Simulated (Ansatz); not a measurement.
Functionals compared on the (211) surface of fcc Au in its 1x1 cell, outermost plane spacing 0.85 Å in the ideal cut, in Ansatz (plane waves, PAW). The structure was relaxed with PBE; the other rows are single points on it, each with its references at the same level. Cutoff 420 eV (500 eV for r2SCAN).

Slab: 13 atoms, 10.2 Å thick at the start (thin: gaps and levels are the slab's own); k 13x5x1, smearing 0.1 eV, dipole-corrected; all atoms relaxed; symmetry of the start imposed; no spin, no spin-orbit, no U. These notes are the PBE run's.

```json
[
 {"functional": "PBE", "surface energy (J/m²)": "0.82", "work function of the top face (eV)": "5.08", "rough cost of the single point": "–"},
 {"functional": "LDA", "surface energy (J/m²)": "1.33", "work function of the top face (eV)": "5.50", "rough cost of the single point": "roughly 2.4 core-minutes"},
 {"functional": "PBEsol", "surface energy (J/m²)": "?", "work function of the top face (eV)": "?", "rough cost of the single point": "about 110 core-seconds (a rough figure)"},
 {"functional": "RPBE", "surface energy (J/m²)": "0.59", "work function of the top face (eV)": "4.90", "rough cost of the single point": "roughly 100 core-seconds"},
 {"functional": "r2SCAN", "surface energy (J/m²)": "1.01", "work function of the top face (eV)": "5.08", "rough cost of the single point": "around 4 core-minutes (rough)"}
]
```

Fill in the missing entries.


- PBEsol, surface energy (J/m²): 1.16
- PBEsol, work function of the top face (eV): 5.21

Ansatz is an electronic-structure program.
